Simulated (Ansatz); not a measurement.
Consider HgSe in the zinc blende structure (space group F-43m, No. 216).

```xyz
2
Lattice="0.0000 3.0664 3.0664 3.0664 0.0000 3.0664 3.0664 3.0664 0.0000" Properties=species:S:1:pos:R:3 pbc="T T T"
Hg     0.0000     0.0000     0.0000
Se     1.5332     1.5332     1.5332
```

Cartesian axes are those of the cell as printed.

Computed with PBEsol (Ansatz, a first-principles code; PAW; 420 eV plane waves; no spin-orbit coupling).

Strains are applied to the cell and any free atomic positions relax; under biaxial strain the out-of-plane vector relaxes too.

One change was made to it. Results:

```json
[
 {"quantity": "valley order (the lowest conduction-band minima on the path, energy above the VBM, named in the base's zone)", "base": "–", "after": "Γ 0.02 eV; L along [111] 0.91 eV; L along [1-1-1] 1.06 eV"},
 {"quantity": "energy relative to the base (free energy F)", "base": "0 meV/atom", "after": "+1.0 meV/atom"},
 {"quantity": "pressure (mean of the normal stresses, compression positive)", "base": "0.0 GPa", "after": "-0.5 GPa"},
 {"quantity": "volume per atom", "base": "28.83 Å³", "after": "29.10 Å³"}
]
```

Problem. Which change produced these results?
(A) biaxial strain +0.83 %, plane normal [111], relaxed out of plane
(B) biaxial strain +2.08 %, plane normal [111], relaxed out of plane
(C) biaxial strain +1.67 %, plane normal [111], relaxed out of plane

Solution. A, biaxial strain +0.83 %, plane normal [111], relaxed out of plane. For comparison, the valley order in the other runs: biaxial strain +2.08 %, plane normal [111], relaxed out of plane gives Γ 0.02 eV; L along [111] 0.72 eV; L along [1-1-1] 1.07 eV; biaxial strain +1.67 %, plane normal [111], relaxed out of plane gives Γ 0.02 eV; L along [111] 0.78 eV; L along [1-1-1] 1.07 eV.

With Hg present, leaving out spin-orbit coupling can change the band edges. Whether these cells are dynamically stable was not tested. The final runs are not spin-polarised.
